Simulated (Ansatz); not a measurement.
How far to go with the plane-wave cutoff: VH2 (I4mm, 3 atoms in the cell)

```yaml
crystal:
  lattice:
    - [0.00000, 2.10387, 2.10387]
    - [2.10387, 0.00000, 2.10387]
    - [2.10387, 2.10387, 0.00000]
  atoms:
    - { symbol: V, position: [0.01188, 0.01188, 0.98812] }
    - { symbol: H, position: [0.75000, 0.75000, 0.75000] }
    - { symbol: H, position: [0.25000, 0.25000, 0.25000] }
```

Method of the run: PBEsol, default PAW files made with PBE (plane waves; Ansatz, an electronic-structure program).

Base settings: basis.ecutwfc = 420 eV; kpoints.mp_grid.grid = 13 13 13; hamiltonian.xc = pbesol; hamiltonian.pseudopotentials = {kind: paw} (the program's default PAW files); scf.occupations.method = gaussian; scf.occupations.width = 0.1 eV.

The second cell is the first with its lattice scaled by 0.98.

The mesh stays at the base's, so the ladder's end is converged at best in this setting alone.

The first pressure column holds Ansatz's estimate of the finite-basis (Pulay) stress, which hides part of the cutoff error; the other is without it.

Only quantities that move along the ladder and can be compared are tabulated.

The count of work is k-points × plane waves × bands × iterations; it is no time. 

The starting cell comes from a database of computed structures (which also holds hypothetical and non-ambient phases and stackings), without a prior relaxation at this level. Its lattice was rescaled by up to half a per cent. One atom was moved a little off its site on purpose. Spin polarisation is off. In the base run, with a pressure of about -5 GPa the cell is away from its equilibrium volume at this level.

```csv
basis.ecutwfc,free energy less the last step's (meV/atom),energy of the compressed cell less the first (meV/atom),pressure (GPa),pressure without the Pulay estimate (GPa),largest difference of a force vector from the last step's (eV/Å),count of work / last
145 eV,12289.55,-115.18,-48.50,-852.51,0.041,0.064
170 eV,6050.95,83.41,33.18,-513.33,0.201,0.097
190 eV,3152.75,93.54,24.10,-314.43,0.174,0.097
210 eV,1642.75,8.54,0.36,-193.56,0.113,0.10
230 eV,864.66,-11.46,-14.27,-120.93,0.055,0.12
250 eV,468.75,-20.74,-14.99,-76.89,0.011,0.12
295 eV,101.65,-1.56,-5.71,-25.10,0.019,0.13
335 eV,22.34,0.49,-5.24,-9.91,0.007,0.19
380 eV,5.54,0.34,-5.28,-6.17,0.002,0.24
420 eV,2.49,0.28,-5.33,-5.63,0.001,0.25
460 eV,1.37,0.24,-5.36,-5.52,0.001,0.30
505 eV,0.75,0.22,-5.37,-5.45,0.000,0.39
565 eV,0.43,0.20,-5.38,-5.41,0.000,0.39
630 eV,0.27,0.18,-5.39,-5.41,0.000,0.47
735 eV,0.11,0.17,-5.40,-5.41,0.000,0.64
840 eV,0.04,0.17,-5.40,-5.40,0.000,0.71
1010 eV,0.00,0.17,-5.40,-5.40,0.000,1.0
```

Coarsest basis.ecutwfc that holds the pressure within 0.5 GPa of the last step, with all finer ones: 295 eV, at 0.13 of the last step's count of work; the step before is off by 9.6 GPa.

Coarsest basis.ecutwfc that holds the free energy within 5 meV/atom of the last step, with all finer ones: 420 eV, at 0.25 of the last step's count of work; the step before is off by 5.5 meV/atom.

Coarsest basis.ecutwfc that holds the energy of the compressed cell less the first within 1 meV/atom of the last step, with all finer ones: 335 eV, at 0.19 of the last step's count of work; the step before is off by 1.7 meV/atom.

The energy difference between the two cells stays within 1 meV/atom of the last step's from 335 eV on, the total only from 505 eV on: much of the error is common to both cells and cancels.

At the lowest cutoff the pressure without the Pulay estimate lies 847 GPa under the last step's, the usual sign of Pulay stress in an incomplete plane-wave basis.

Keys are those of Ansatz 0.2.
